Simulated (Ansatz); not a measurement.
Data:

```xyz
4
Lattice="3.1000 0.0000 0.0000 -1.5500 2.6846 0.0000 0.0000 0.0000 5.0881" Properties=species:S:1:pos:R:3 pbc="T T T"
Si     0.0000     1.7898    -0.0022
Si     1.5500     0.8949     2.5419
C      0.0000     1.7898     1.9102
C      1.5500     0.8949     4.4543
```

Method: PBE with spin-orbit coupling, rigid bands (plane waves, PAW; Ansatz, a program for electronic structure). Condition of this run: hydrostatic pressure of -5 GPa (compression positive) (the target of the relaxation). Geometry: cell and atoms relaxed with PBEsol, then loaded as said.

### Question
What conductivity effective mass do dilute electrons have at 300 K?

### Answer
0.45 (x), 0.45 (y), 0.27 (z) mₑ.

### Question
What conductivity effective mass do dilute holes have at 300 K?

### Answer
1.18 (x), 1.18 (y), 1.48 (z) mₑ.

### Question
And the band gap?

### Answer
2.32 eV at this level; semilocal functionals usually fall short of the measured gap.

Rigid bands, one relaxation time for all states, no polarons. Geometry: cell and atoms relaxed with PBEsol.
